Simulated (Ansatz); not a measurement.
Convergence series on a sheet of PtSe2 (3 atoms in the cell)

```
PtSe2
1.0
    3.68821     0.00000     0.00000
   -1.84410     3.19408     0.00000
    0.00000     0.00000    16.98204
Pt Se
1 2
Cartesian
  0.00000   0.00000   8.49102
  0.00000   2.12939   9.98204
  1.84411   1.06469   7.00000
```

Method of the run: PBE, PAW files (plane waves; Ansatz, a program for electronic structure).

The starting cell was generated: these elements placed on a structure prototype, without a prior relaxation; it need not be a known phase or ordering of this composition. Its lattice was rescaled in the plane by a random factor within 2.5 % of one. Spin-orbit coupling is off. In the base run, forces exceed 1 eV/Å.

Held fixed: kpoints.mp_grid.grid = 7 7 1; hamiltonian.xc = pbe; hamiltonian.pseudopotentials = {kind: paw} (the program's default PAW files); scf.occupations.method = cold; scf.occupations.width = 0.1 eV.

ΔF is the free energy per atom less that of the last row (28.0).

The series runs over vacuum between outermost atoms (Å) = 3.0; 4.0; 5.0; 6.0; 8.0; 10.0; 12.0; 14.0; 15.0; 18.0; 22.0; 28.0.

Q: From which setting on does the gap on the mesh stay within 0.05 eV of the last one?

A: From vacuum between outermost atoms (Å) = 6.0 on; the one before it is off by 0.059 eV. The value it settles on is 1.02 eV at this level of theory and with the other settings as held.

| vacuum between outermost atoms (Å) | ΔF (meV/atom) | largest force (eV/Å) | gap on the mesh (eV) | plane waves | iterations |
|---|---|---|---|---|---|
| 3.0 | -17.0 | 1.326 | 0.334 | 1387 | 13 |
| 4.0 | -2.9 | 1.442 | 0.818 | 1595 | 10 |
| 5.0 | 0.68 | 1.476 | 0.957 | 1827 | 10 |
| 6.0 | 0.76 | 1.486 | 0.999 | 2071 | 9 |
| 8.0 | 0.16 | 1.491 | 1.014 | 2545 | 9 |
| 10.0 | 0.03 | 1.492 | 1.015 | 2971 | 9 |
| 12.0 | 0.02 | 1.492 | 1.015 | 3447 | 9 |
| 14.0 | 0.01 | 1.492 | 1.015 | 3885 | 9 |
| 15.0 | 0.00 | 1.492 | 1.015 | 4141 | 9 |
| 18.0 | 0.01 | 1.492 | 1.015 | 4835 | 8 |
| 22.0 | 0.02 | 1.492 | 1.015 | 5771 | 8 |
| 28.0 | 0.00 | 1.491 | 1.015 | 7111 | 9 |

The gap is read on the k-point mesh of the run and can differ from the gap over the whole zone at this level.

Keys are those of Ansatz 0.2.
